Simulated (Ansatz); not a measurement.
Structures of equal composition on the (111)A surface of zinc-blende AlP (Al plane on top): 2x2 Mg adatom at H3; 2x2 Mg adatom at T4. The slabs share one bottom face, and each structure is named by its start. These are constructed structures in small cells; real faces may alloy, dewet or reconstruct in larger ones, and not all known structures of the face are among them. Slabs of about 17 Å, Fermi-Dirac smearing of 0.025 eV. Bottom of the slabs: H caps. Relaxed from the named starts with such symmetry as they have, on meshes of like density; energies extrapolated to zero smearing; spin only where a row says so; no spin-orbit coupling, no U. Brackets mark spin-polarised runs, whose order is one that fits the cell. Where a second, spin-polarised start was run, the lower counts.

Method: PBE (plane waves to 420 eV, PAW; Ansatz, an electronic-structure program).

**Question.** Order them by energy per 1x1 cell (lowest first) at the level PBE.

**Answer.** 2x2 Mg adatom at T4 (0.000 eV [spin, 1.0 μB a cell], a narrow gap of 0.14 eV by band count), 2x2 Mg adatom at H3 (0.113 eV [spin, 3.0 μB a cell], gap 0.24 eV on the mesh)
